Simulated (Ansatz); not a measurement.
Electronic density of states of amorphous Hf18O39Ga2, density 8.70 g/cm³, on a 2×2×2 Γ-centred mesh with a Gaussian width of 0.1 eV; energies count from the Fermi level, whose place inside the gap is arbitrary. Cell and mesh are small, so fine structure isn't converged. Calculation: PBE, scalar-relativistic without spin-orbit coupling (plane waves to 420 eV, PAW; Ansatz, a quantum-chemistry and plane-wave program). Sampling: a 2×2×2 Γ-centred mesh; Fermi-Dirac width 0.02 eV; no spin polarisation. At PBE the levels at the filled edge of the gap are localised (band-tail or defect states), and the nearest spread-out levels lie 3.8 eV apart at the zone centre.

A CHGNet melt-quench gave the starting glass, which DFT then relaxed. O atoms were pushed apart under 1.9 Å during the dynamics, to hinder bonds among them. The hot cell started wider than the set density and was brought back towards it in steps. It is the lowest in DFT energy of 2 quenches. It is a model cell: composition and starting density were chosen by hand, and all elements were melted together. No dispersion term was used. Its density started from a set value of 8.70 and ended at 8.70 g/cm³. The quench (nominally 300 K/ps over its main leg) was far faster than any real one, so the model tends to hold more defects than a real film. A cell of this size samples the disorder only roughly. The volume was held where the preparation left it, at a PBE pressure of -0.4 GPa (tension). Stress components on the final sampling reach 2.2 GPa.

```csv
E - EF (eV),states/(eV atom)
-12.00,1.72
-11.90,1.00
-11.80,0.78
-11.70,1.19
-11.60,0.50
-11.50,0.04
-11.40,0.00
-11.30,0.00
-11.20,0.00
-11.10,0.00
-11.00,0.00
-10.90,0.00
-10.80,0.00
-10.70,0.00
-10.60,0.00
-10.50,0.00
-10.40,0.00
-10.30,0.00
-10.20,0.00
-10.10,0.00
-10.00,0.00
-9.90,0.00
-9.80,0.00
-9.70,0.00
-9.60,0.00
-9.50,0.00
-9.40,0.00
-9.30,0.00
-9.20,0.00
-9.10,0.00
-9.00,0.00
-8.90,0.00
-8.80,0.00
-8.70,0.00
-8.60,0.00
-8.50,0.00
-8.40,0.00
-8.30,0.04
-8.20,0.14
-8.10,0.20
-8.00,0.20
-7.90,0.08
-7.80,0.01
-7.70,0.00
-7.60,0.00
-7.50,0.00
-7.40,0.00
-7.30,0.02
-7.20,0.14
-7.10,0.32
-7.00,0.34
-6.90,0.37
-6.80,0.45
-6.70,0.51
-6.60,0.55
-6.50,0.57
-6.40,0.54
-6.30,0.58
-6.20,0.64
-6.10,0.68
-6.00,0.66
-5.90,0.69
-5.80,0.76
-5.70,0.79
-5.60,0.81
-5.50,0.84
-5.40,0.88
-5.30,0.86
-5.20,0.83
-5.10,0.90
-5.00,0.86
-4.90,0.81
-4.80,0.87
-4.70,0.90
-4.60,0.84
-4.50,0.78
-4.40,0.80
-4.30,0.83
-4.20,0.92
-4.10,0.91
-4.00,0.88
-3.90,0.88
-3.80,0.89
-3.70,0.89
-3.60,0.90
-3.50,0.87
-3.40,0.88
-3.30,0.87
-3.20,0.85
-3.10,0.88
-3.00,0.92
-2.90,0.85
-2.80,0.83
-2.70,0.80
-2.60,0.73
-2.50,0.67
-2.40,0.60
-2.30,0.48
-2.20,0.55
-2.10,0.63
-2.00,0.42
-1.90,0.21
-1.80,0.18
-1.70,0.07
-1.60,0.01
-1.50,0.00
-1.40,0.00
-1.30,0.00
-1.20,0.00
-1.10,0.00
-1.00,0.00
-0.90,0.00
-0.80,0.00
-0.70,0.00
-0.60,0.00
-0.50,0.00
-0.40,0.00
-0.30,0.00
-0.20,0.00
-0.10,0.00
0.00,0.00
0.10,0.00
0.20,0.00
0.30,0.00
0.40,0.00
0.50,0.00
0.60,0.00
0.70,0.00
0.80,0.00
0.90,0.00
1.00,0.00
1.10,0.00
1.20,0.00
1.30,0.00
1.40,0.00
1.50,0.00
1.60,0.00
1.70,0.02
1.80,0.05
1.90,0.11
2.00,0.19
2.10,0.31
2.20,0.37
2.30,0.45
2.40,0.48
2.50,0.48
2.60,0.47
2.70,0.48
2.80,0.53
2.90,0.53
3.00,0.61
3.10,0.70
3.20,0.68
3.30,0.68
3.40,0.75
3.50,0.74
3.60,0.72
3.70,0.69
3.80,0.64
3.90,0.68
4.00,0.69
4.10,0.72
4.20,0.69
4.30,0.69
4.40,0.66
4.50,0.66
4.60,0.69
4.70,0.66
4.80,0.59
4.90,0.59
```

The level gap on this mesh is 3.52 eV; the broadening fills part of it in the curve.
